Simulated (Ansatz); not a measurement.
Structure of amorphous In24O39Lu2 (periodic cell):

```xyz
65
Lattice="9.4548 -0.1514 -0.1222 -0.1514 9.7145 -0.0276 -0.1222 -0.0276 9.7562" Properties=species:S:1:pos:R:3 pbc="T T T"
In     3.2185     9.3580     9.0216
In     0.5644     0.4573     6.9204
In     6.8694     1.8185     8.4615
In     4.9875     4.3491     3.2966
In     7.3900     2.9524     1.6951
In     3.5362     3.3614     0.3418
In     3.7417     0.9820     2.5954
In     8.1989     4.9850     4.1102
In     0.2798     8.7357     3.6936
In     0.5908     7.7218     0.3717
In     3.4887     6.9791     1.9655
In     0.4848     3.9436     7.7087
In     2.3342     5.7298     4.8784
In    -0.1943     7.0039     6.7960
In     6.1601     8.1772     7.6602
In     7.2516     5.7484     0.0518
In     3.4413     8.9861     5.5937
In     0.9282     4.7574     1.7988
In     0.7435     2.3173     4.2091
In     3.4510     6.0139     8.0994
In     6.3453     9.2536     1.0759
In     3.6012     2.5034     6.3047
In     6.2692     4.5055     6.7048
In     6.1541     7.4624     4.0478
O      8.2025     8.5557     7.1457
O      6.1791     5.4386     4.8115
O      6.5218     9.3566     3.1161
O      8.8977     0.6923     4.9073
O      3.8239     3.9060     8.1128
O      5.0442     2.7001     1.8867
O      1.0386     9.3479     8.8748
O      5.5433     0.1963     8.8256
O      2.8291     1.4086     0.6579
O      1.3008     6.8903     2.3329
O      5.7594     6.0227     7.9922
O      6.0140     2.4298     6.5988
O      1.3956     2.6449     6.2164
O      0.1840     2.7030     2.2088
O     -0.0682     9.2390     1.6744
O      5.5201     6.2539     2.2686
O      4.4276     1.1790     4.6174
O      8.2107     4.9981     1.8660
O      1.2525     3.7028     9.6730
O      8.4034     4.7709     6.3855
O      9.0935     6.0044     8.8289
O      3.7714     4.1805     5.0299
O      3.9054     7.9315     7.4499
O      8.9833     1.8236     8.0739
O      3.6150     7.2728     4.2021
O      1.6484     5.7213     6.8885
O      7.7051     1.2026     0.6267
O      7.0932     3.0492     3.7850
O      5.7226     8.8163     5.6562
O      8.3566     7.1028     4.3882
O      6.7155     3.6955     9.4585
O      4.1867     8.9911     1.4260
O      0.8020     4.5666     4.0471
O      2.9787     0.6970     7.1354
O      3.1366     4.7277     1.9858
O      1.2427     8.3708     5.6662
O      7.1354     7.7793    -0.0678
O      2.7663     7.1029    -0.0393
O      1.9446     0.6419     3.6410
Lu     0.5450     1.3455     0.5027
Lu     6.6973     1.0465     4.7812
```

Computed with PBE, scalar-relativistic without spin-orbit coupling (plane waves to 420 eV, PAW; Ansatz, a program for electronic structure).

The cell was made by melting and quenching with the CHGNet potential and then relaxed with DFT. O atoms were pushed apart under 1.9 Å during the dynamics, to hinder bonds among them. The hot cell started wider than the set density and was brought back towards it in steps. It is the lowest in DFT energy of 2 quenches. It is a model cell: composition and starting density were chosen by hand, and all elements were melted together. No dispersion term was used. Its density started from a set value of 6.73 and ended at 6.91 g/cm³. The quench (nominally 280 K/ps over its main leg) was far faster than any real one, so the model tends to hold more defects than a real film. One small periodic cell is one sample of the glass; other quenches scatter about these values. Volume and shape were free in the relaxation. Stress components on the final sampling reach 0.9 GPa. Cycles of charging lowered its energy after that relaxation.

Neighbours within In-In 3.12 Å, In-O 2.68 Å, In-Lu 3.62 Å, O-O 1.58 Å, O-Lu 2.78 Å, Lu-Lu 4.11 Å count as bonded. Two cations that share two anions don't count as bonded, nor two that share one unless they lie closer than In-In 3.04 Å, In-Lu 3.52 Å, Lu-Lu 4.00 Å.

Problem. Give the coordination numbers, mean bond lengths and angles.

Solution. 
```json
{
 "Mean coordination of In by anions": "5.58 (2 with 4, 8 with 5, 12 with 6, 2 with 7)",
 "Mean coordination of O": "3.77 (9 with 3, 30 with 4)",
 "Mean coordination of Lu by anions": "6.50 (1 with 6, 1 with 7)",
 "Mean In-O bond": "2.215 Å (spread 0.109 Å, 134 counted)",
 "Mean O-Lu bond": "2.299 Å (spread 0.101 Å, 13 counted)",
 "Bond angle at In": "mean 104.4°, spread 28.6°",
 "Bond angle at O": "mean 109.7°, spread 14.4°",
 "Bond angle at Lu": "mean 103.7°, spread 32.1°"
}
```

Problem. List the pairs of like atoms that count as bonded by the rules above.

Solution. There are none by these rules.
